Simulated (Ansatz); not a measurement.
BeS (model structure, started from the NiAs type, P6₃/mmc, No. 194, 4 atoms in the cell) was calculated with LDA in Ansatz (plane waves, PAW).

Numerical settings: plane-wave cutoff 520 eV, 12×12×8 k mesh (along the axes of the cell as run), Fermi–Dirac smearing 0.01 eV, scalar-relativistic PAW data made under PBE.

Computed at the level's own relaxed cell.

```
CELL_PARAMETERS angstrom
      3.24719     0.00000     0.00000
     -1.62359     2.81215     0.00000
      0.00000     0.00000     5.16622
ATOMIC_POSITIONS crystal
  Be 0.00000 0.00000 0.00000
  Be 0.00000 0.00000 0.50000
  S  0.33333 0.66667 0.25000
  S  0.66667 0.33333 0.75000
```

### Question
List the 10 lowest band energies at Γ above −25 eV (eV, relative to the valence band maximum), grouping those that round alike.

### Answer
At Γ: -15.63, -13.08, -7.60, -0.88 (×2), -0.82 (×2), 0.00, 3.41, 5.23.

Note: the relaxation could raise the start's symmetry but not lower it, so the cell can be a saddle point.

A model structure was made by putting elements into a prototype or built by hand; it is no filed structure, need not be a known phase, and can be a saddle point held by its symmetry.

Ansatz is an electronic-structure program.
